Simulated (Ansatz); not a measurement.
## A computed series for GaSb: response to strain

The parent structure is GaSb in the zinc blende structure (space group F-43m, No. 216; a = 6.132 Å). Axes: x, y, z lie along the cube axes.

Strains are applied to the cell and any free atomic positions relax; under biaxial strain the out-of-plane vector relaxes too.

All numbers come from r2SCAN in Ansatz (plane waves to 500 eV, PAW, no spin-orbit coupling).

```csv
"biaxial strain, plane normal [111], relaxed out of plane (%)",out-of-plane strain (%)
-2.5,1.15
-2.08,0.95
-1.67,0.76
-1.25,0.56
-0.83,?
-0.42,0.19
0,0.00
```

Fit ε⊥ = −νε + γε² (strains in %) to the rows shown and predict the withheld row.

Least squares on the printed values gives ν = 0.44 (the biaxial Poisson response) and γ = 0.007 (largest residual 0.00 %); this predicts 0.37 %, and the run gives 0.37 %, in agreement.

No phonon test of stability was made.

Ansatz is a first-principles code.
